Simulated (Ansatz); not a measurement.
Effect of isotropic strain +2.50 % on PbSe

The reference is PbSe in the rock salt structure (space group Fm-3m, No. 225; a = 6.218 Å).

One thing is altered: every lattice vector is stretched by 2.50 %; the atoms relax in the strained cell.

Method: PBE/PAW in Ansatz (a program for electronic structure), no SOC. k-mesh 9×9×9 (Γ-centred); smearing 0.05 eV (Fermi–Dirac).

```csv
quantity,base,changed,shift
volume per atom,30.05 Å³,32.36 Å³,+2.31 Å³
space group,Fm-3m (No. 225),Fm-3m (No. 225),–
energy relative to the base (free energy F),0 meV/atom,+23 meV/atom,+23 meV/atom
band gap,0.43 eV,0.62 eV,+0.19 eV
gap character,direct at L,direct at L,–
mean gap deformation potential ΔEg/Δln V,–,+2.6 eV,–
electron mass,"0.15 mₑ along k, 0.12 mₑ across (at L)","0.21 mₑ along k, 0.13 mₑ across (at L)",–
hole mass,"0.18 mₑ along k, 0.11 mₑ across (at L)","0.28 mₑ along k, 0.14 mₑ across (at L)",–
"valley order (the lowest conduction-band minima on the path, energy above the VBM, named in the base's zone)","L along ⟨111⟩ 0.43 eV; a point along ⟨110⟩, about 0.6 Å⁻¹ from Γ 1.22 eV; a point along ⟨100⟩, about 0.4 Å⁻¹ from Γ 1.95 eV","L along ⟨111⟩ 0.62 eV; a point along ⟨110⟩, about 0.6 Å⁻¹ from Γ 1.38 eV; a point along ⟨100⟩, about 0.4 Å⁻¹ from Γ 2.02 eV",–
```

With Pb present, leaving out spin-orbit coupling can change the band edges. Effective masses come from finite differences of ±0.01 Å⁻¹. Along k means along the line from Γ to the band edge. No phonon test of stability was made.
